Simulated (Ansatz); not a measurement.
The reference is KI in the rock salt structure (space group Fm-3m, No. 225; a = 7.0056 Å).

Calculations: DFT with PBEsol, PAW potentials and a 420 eV plane-wave cutoff in Ansatz (a program for electronic structure), scalar-relativistic without spin-orbit coupling.

Base values:

The pressure is 0.01 GPa.

One thing is altered: an isotropic linear strain of +2.00 %, atoms relaxed at fixed cell.

**Question.** What does the calculation give for the energy relative to the base and pressure after the change?

**Answer.** The energy grows by 5.3 meV/atom; the pressure shrinks by 0.63 GPa to -0.62 GPa.

Whether these cells are dynamically stable was not tested.
